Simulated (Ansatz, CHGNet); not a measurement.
# Si3N4 (P6₃/m, No. 176): properties by level of theory

```tsv
level (code)	lattice constant a (Å)	c axis length (Å)
CHGNet 0.3.0 (CHGNet)	7.669	2.927
LDA (Ansatz)	7.574	2.891
PBE-D3(BJ) (Ansatz)	7.620	2.911
r²SCAN+rVV10 (Ansatz)	7.597	2.903
```

Ansatz's density-functional and Hartree–Fock values are scalar-relativistic unless marked +SOC, with PAW data made under PBE.

Static lattice: no zero-point or thermal effects.

Ansatz is a first-principles code.
